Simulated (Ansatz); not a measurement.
End structure of the (321) surface of bcc Mo in its 1x1 cell, outermost plane spacing 0.84 Å in the ideal cut:

```xyz
13
Lattice="2.7373 0.0000 0.0000 -0.9124 6.8281 0.0000 0.0000 0.0000 26.5000" Properties=species:S:1:pos:R:3 pbc="T T T"
Mo     1.8547     2.4809     8.3784
Mo     0.9759     4.8868     9.1326
Mo     0.9228     0.4935     9.8349
Mo    -0.0158     2.9230    10.7097
Mo     1.7953     5.3662    11.5417
Mo     1.8020     0.9680    12.3850
Mo     0.9124     3.4141    13.2500
Mo     0.0229     5.8601    14.1150
Mo     0.0296     1.4619    14.9583
Mo     1.8407     3.9051    15.7903
Mo     0.9021     6.3346    16.6651
Mo     0.8490     1.9414    17.3674
Mo    -0.0298     4.3473    18.1216
```

Model: 13-atom slab, 10.1 Å thick at the start (thin: gaps and levels are the slab's own), 14x6x1 mesh, Fermi-Dirac 0.1 eV, dipole correction, single point; on the structure that PBE left under its start's symmetry; no spin, no spin-orbit, no U.

Question: Estimate the surface energy (mean of both faces) that r2SCAN, at the PBE geometry (Ansatz, a program for electronic structure) returns for this input.

Answer: 3.23 J/m²

Question: What work function of the top face does r2SCAN, at the PBE geometry give?

Answer: 4.18 eV
